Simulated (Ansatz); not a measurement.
Input:

```
Si
1.0
    0.00000     2.69900     2.78218
    2.69900     0.00000     2.78218
    2.69900     2.69900     0.00000
Si
2
Cartesian
  1.34950   1.34950   1.39109
  0.00000   0.00000   0.00000
```

All values below come from PBEsol, rigid bands (plane waves, PAW, scalar-relativistic; Ansatz, a first-principles code). Condition of this run: uniaxial stress zz = -3 GPa (compression positive) (the target of the relaxation). Cell: cell and atoms relaxed with PBEsol, then loaded as said.

Q: Predict the electron conductivity mass (n e² τ/σ) at 300 K, by direction if it differs.

A: 0.34 (x), 0.34 (y), 0.21 (z) mₑ.

Q: What conductivity effective mass do dilute holes have at 300 K?

A: 0.25 (x), 0.25 (y), 0.31 (z) mₑ.

Q: And the band gap?

A: 0.32 eV at this level; semilocal functionals usually fall short of the measured gap.

Rigid bands, one relaxation time for all states, no polarons. Spin-orbit coupling is left out; where it splits the top of the valence band it changes the hole mass and lowers the gap by about a third of the splitting.
